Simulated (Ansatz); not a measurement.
The reference is Lu in the hcp (Mg type) structure (space group P6_3/mmc, No. 194; a = 3.4432 Å, c = 5.3669 Å; relaxed with 0.1 eV smearing). Axes: x lies along a and z along c of the hexagonal cell.

Level of theory: PBEsol/PAW in Ansatz (a first-principles code), spin-orbit coupling left out.

Before the change:

| Property | Value |
|---|---|
| Pressure | 0.0 GPa |

Modification: uniaxial strain ε_zz = −3.00 %, all other strain components held at zero, atoms relaxed at fixed cell.

Question: Estimate the effect on the energy relative to the base.

Answer: The energy goes up by 8.1 meV/atom.

Question: Predict the new pressure.

Answer: The pressure (mean of the normal stresses, compression positive) goes from zero to 1.6 GPa.

Stability against distortions was not tested.
